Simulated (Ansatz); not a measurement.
# ZnCu2SnS4 (space group I-4, No. 82)

```
ZnCu2SnS4
1.0
   -2.68685     2.68685     5.37700
    2.68685    -2.68685     5.37700
    2.68685     2.68685    -5.37700
Cu Zn Sn S
2 1 1 4
Direct
  0.00000   0.00000   0.00000
  0.75000   0.25000   0.50000
  0.25000   0.75000   0.50000
  0.50000   0.50000   0.00000
  0.63866   0.62966   0.52819
  0.10147   0.11047   0.47181
  0.37034   0.89853   0.00901
  0.88953   0.36134   0.99099
```

Computed with DFT with PBEsol, PAW potentials and a 420 eV plane-wave cutoff in Ansatz (a quantum-chemistry and plane-wave program), spin-orbit coupling left out. Settings: 9×9×9 k-points, 0.05 eV Fermi–Dirac smearing.

| Property | Result |
|---|---|
| Volume per atom | 19.41 Å³ |
| Density | 4.70 g/cm³ |
| Band gap | 0.11 eV (uncertain: the edges found on the path are not clean extrema) |
| Total energy | -3243.958 eV/atom (σ→0; compares only within this code and set-up) |

Whether these cells are dynamically stable was not tested. All final runs are without spin polarisation. A zero or small gap of ZnCu2SnS4 can be the functional's error rather than a property of the material.
